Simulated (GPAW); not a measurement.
Worked example: self-consistent single point of Mo (Im-3m, 1 atom in the cell) in GPAW.

Method of the run: PBE, GPAW PAW datasets PBE (gpaw-data 1.0.1) (plane waves; GPAW 25.7.0).

The change in words: lattice scaled by 0.98. Reference geometry:
```yaml
crystal:
  lattice:
    - [-1.55784, 1.55784, 1.55784]
    - [1.55784, -1.55784, 1.55784]
    - [1.55784, 1.55784, -1.55784]
  atoms:
    - { symbol: Mo, position: [0.00000, 0.00000, 0.00000] }
```

Reference input (self-consistent single point, DFT PBE, plane waves, GPAW PAW datasets PBE (gpaw-data 1.0.1)): mode = pw; ecut = 550 eV; xc = PBE; kpts = 10 10 10; mesh shift (steps) = 0 0 0; occupations.name = methfessel-paxton; occupations.width = 0.05 eV; occupations.order = 0; nbands = -7; convergence.density = 1e-05 e/electron; symmetry.symmorphic = false; symmetry.tolerance = 0.0005. This run's input differs from it in these lines:

```diff
@@ -5,5 +5,5 @@
 atoms = Atoms(['Mo'],
-              cell=[[-1.557836, 1.557836, 1.557836],
-                    [1.557836, -1.557836, 1.557836],
-                    [1.557836, 1.557836, -1.557836]],
+              cell=[[-1.526679, 1.526679, 1.526679],
+                    [1.526679, -1.526679, 1.526679],
+                    [1.526679, 1.526679, -1.526679]],
               scaled_positions=[[0.000000, 0.000000, 0.000000]],
```

Output, abridged:

```
     iter     time        total  log10-change:
                         energy   eigst   dens
iter:   1 --:--:--   -11.879892
iter:   2 --:--:--   -11.768653   -0.86  -1.20
iter:   3 --:--:--   -11.113915   -1.09  -1.24
iter:   4 --:--:--   -11.123559   -2.73  -1.98
iter:   5 --:--:--   -11.108757   -2.98  -1.97
iter:   6 --:--:--   -11.109044   -4.07  -2.81
iter:   7 --:--:--   -11.109382c  -4.00  -2.98
iter:   8 --:--:--   -11.108692c  -4.51  -2.88
iter:   9 --:--:--   -11.108695c  -5.63  -4.02
iter:  10 --:--:--   -11.108689c  -6.11  -3.72
iter:  11 --:--:--   -11.108688c  -8.63c -5.11c
Converged after 11 iterations.

Dipole moment: (-0.000000, 0.000000, 0.000000) |e|*Ang

Energy contributions relative to reference atoms: (reference = -110134.072632)

Kinetic:         -2.868943
Potential:       -0.528555
External:        +0.000000
XC:              -7.414361
Entropy (-ST):   -0.001317
Local:           -0.296171
SIC:             +0.000000
--------------------------
Free energy:    -11.109347
Extrapolated:   -11.108688

Showing only first 2 kpts
 Kpt  Band  Eigenvalues  Occupancy
  0     5     13.65457    2.00000
  0     6     13.65457    2.00000
  0     7     13.65457    2.00000
  0     8     16.97421    0.00000

  1     5     13.37999    2.00000
  1     6     13.59535    2.00000
  1     7     14.11665    2.00000
  1     8     16.60071    0.00000

Fermi level: 15.31884

No gap
No difference between direct/indirect transitions
Energy (eV): -11.108688

Forces in eV/Ang:
  0 Mo    0.00000    0.00000   -0.00000

Stress tensor:
    -0.196246     0.000000    -0.000000
     0.000000    -0.196246     0.000000
    -0.000000     0.000000    -0.196246
Stress (GPa, Voigt): [-31.442 -31.442 -31.442   0.     -0.      0.   ]
```

The run converged in 11 iterations. GPAW prints stress with tension positive. Against the reference run the free energy goes up by 116 meV/atom and the pressure goes from 10.95 to 31.44 GPa.

The starting cell comes from a database of computed structures (which also holds hypothetical and non-ambient phases and stackings), without a prior relaxation at this level. Its lattice was rescaled by a random factor within 2.5 % of one. For this run, on top of that: lattice scaled by 0.98. Spin polarisation is off. With a pressure of about 31 GPa the cell is away from its equilibrium volume at this level.
